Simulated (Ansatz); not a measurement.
CsCl-type AuZn (cubic form, which distorts at low temperature), treated with r²SCAN50 (Ansatz, an electronic-structure program, plane waves, PAW).

Settings: plane-wave cutoff 520 eV, 8×8×8 k mesh, Fermi–Dirac smearing 0.05 eV, scalar-relativistic PAW data made under PBE.

Computed at the level's own relaxed cell.

Question: Predict the equilibrium volume per atom, bulk modulus, equilibrium lattice constant a and pressure derivative B′ of the bulk modulus.

Answer: 
- equilibrium volume per atom = 15.56 Å³/atom
- bulk modulus = 135 GPa
- equilibrium lattice constant a = 3.146 Å
- pressure derivative B′ of the bulk modulus = 5.4

Measured, for comparison: bulk modulus 131 GPa (temperature not stated, not corrected to a static lattice; as tabulated in Nepal et al. (2020), arXiv:2007.11150). Computed (rounded) less measured: bulk modulus +3 %. A static lattice is as a rule a little smaller and stiffer than an uncorrected measurement, which narrows the difference in the bulk modulus and would widen misses of the other sign.

Note: symmetry holds this phase in the static calculation, where it need not be a minimum.

Spin–orbit coupling is not included; it can shift volumes and moduli of such heavy elements.

Static lattice: no zero-point or thermal effects.

The result took very roughly 16 core-minutes.
